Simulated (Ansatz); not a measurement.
```xyz
2
Lattice="0.0000 2.3661 2.3661 2.3661 0.0000 2.3661 2.3661 2.3661 0.0000" Properties=species:S:1:pos:R:3 pbc="T T T"
As     1.1830     1.1830     1.1830
B      0.0000     0.0000     0.0000
```

The cell is fixed at its relaxed static size. Melting and transitions to other phases are not modelled. An odd repeat of the supercell leaves out some zone-boundary points, where instabilities often lie.

### Question
Estimate each atom's mean-square displacement (sum over three axes) at 600 K from path-integral sampling on the energy surface fitted in the stochastic self-consistent harmonic approximation in a 3×3×3 supercell, LDA density-functional theory in Ansatz (plane waves, PAW).

### Answer
As1 0.015 Å², B2 0.019 Å². Waves longer than the supercell are missing, so the values are low for an infinite crystal. Over all wave vectors of the supercell the softest harmonic mode is 128 cm⁻¹ at q = (0.00, 0.00, 0.33); the softest of the Hessian is 126 cm⁻¹ at q = (0.00, 0.00, 0.33) at 300 K (error under 1; the run's verdict: stable), 125 cm⁻¹ at q = (0.00, 0.00, 0.33) at 600 K (error under 1; the run's verdict: stable).

Ansatz is an electronic-structure program.
